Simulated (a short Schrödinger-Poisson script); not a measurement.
## Symmetric double-gate stack, SiO2 on p-type Si(100)

Structure: symmetric double-gate stack, SiO2 on p-type Si(100), at 300 K.

```
layer  material  thickness (nm)  Na (cm⁻³)
-----  --------  --------------  ---------
1          SiO2             1.1          -
2            Si               2       4e17
3          SiO2             1.1          -
```

Constants are typed, rounded textbook-type inputs, not results; the design itself was drawn at random and stands for no fabricated device. SiO2: permittivity 3.9, conduction-band edge (eV) 3.15, gap (eV) 9, electron mass (mₑ) 0.5. Si: permittivity 11.7, conduction-band edge (eV) 0, gap (eV) 1.124, Nv at 300 K (cm⁻³) 3.1e19.

Channel valleys (confinement mass, in-plane density-of-states mass, number): Δ2 0.916, 0.19, 2; Δ4 0.19, 0.417, 4. At the gates, both at one voltage, the conduction-band edge of layer 1 lies 3.22 eV − eVg above the Fermi level of the channel. Gaps are held at their typed values at every temperature. Mesh 0.03 nm at interfaces.

From a short Schrödinger-Poisson script (our own, NumPy): 1D Poisson equation in equilibrium, electrons quantum, Hartree (BenDaniel-Duke, 12 states a valley, the channel's in-plane mass for all, wave functions free to enter the dielectric), parabolic valleys, classical holes, full ionisation, no traps, pinning or gate leakage.

| Vg (V) | electrons (cm⁻²) | C (μF/cm²) | Δ2 E0 (meV) | Δ2 E1 (meV) | Δ4 E0 (meV) | Δ4 E1 (meV) |
|---|---|---|---|---|---|---|
| -0.15 | 2.62e7 | < 0.003 | 309.4 | 569.0 | 476.0 | 1272.7 |
| -0.05 | 1.25e9 | 0.00789 | 209.5 | 469.1 | 376.0 | 1172.7 |
| 0.05 | 5.59e10 | 0.329 | 111.1 | 370.6 | 277.6 | 1074.3 |
| 0.15 | 9.06e11 | 2.62 | 36.4 | 295.0 | 202.5 | 997.8 |
| 0.25 | 3.00e12 | 3.84 | -1.5 | 254.9 | 163.6 | 955.7 |
| 0.35 | 5.53e12 | 4.22 | -26.3 | 227.3 | 137.7 | 925.9 |
| 0.45 | 8.21e12 | 4.38 | -46.5 | 204.2 | 116.2 | 900.3 |
| 0.55 | 1.10e13 | 4.49 | -64.5 | 183.4 | 96.9 | 876.9 |
| 0.65 | 1.38e13 | 4.59 | -80.7 | 164.2 | 79.4 | 855.1 |
| 0.75 | 1.67e13 | 4.70 | -95.3 | 146.8 | 63.6 | 835.1 |

Gate voltages with under 1e6 electrons/cm² are left out.

Subbands count from the Fermi level. The capacitance is that of both gates.
